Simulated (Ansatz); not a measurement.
Consider CdS in the wurtzite structure (space group P6_3mc, No. 186).

```cif
data_Cd2S2
_chemical_formula_sum 'Cd2 S2'
_space_group_name_H-M_alt 'P 1'
_space_group_IT_number 1
_cell_length_a 4.19625
_cell_length_b 4.19625
_cell_length_c 6.82952
_cell_angle_alpha 90.000
_cell_angle_beta 90.000
_cell_angle_gamma 120.000
loop_
_space_group_symop_operation_xyz
  'x, y, z'
loop_
_atom_site_label
_atom_site_type_symbol
_atom_site_fract_x
_atom_site_fract_y
_atom_site_fract_z
_atom_site_occupancy
Cd1 Cd 0.66667 0.33333 0.49977 1
Cd2 Cd 0.33333 0.66667 0.99977 1
S1 S 0.66667 0.33333 0.12323 1
S2 S 0.33333 0.66667 0.62323 1
```

Level of theory: Ansatz (a quantum-chemistry and plane-wave program) PBE, spin-orbit coupling left out.

Base values:

| Quantity | Value |
|---|---|
| Electron mass | 0.12 mₑ along c, 0.13 mₑ across (at Γ) |

Modification: an isotropic linear strain of +1.20 %, atoms relaxed at fixed cell.

Problem. What does the calculation give for the electron mass and mean gap deformation potential ΔEg/Δln V after the change?

Solution. The electron mass goes from 0.12 mₑ along c, 0.13 mₑ across (at Γ) to 0.11 mₑ along c, 0.12 mₑ across (at Γ); the mean gap deformation potential ΔEg/Δln V is -2.4 eV.

Masses are band curvatures over ±0.01 Å⁻¹ around the edge. No phonon test of stability was made.
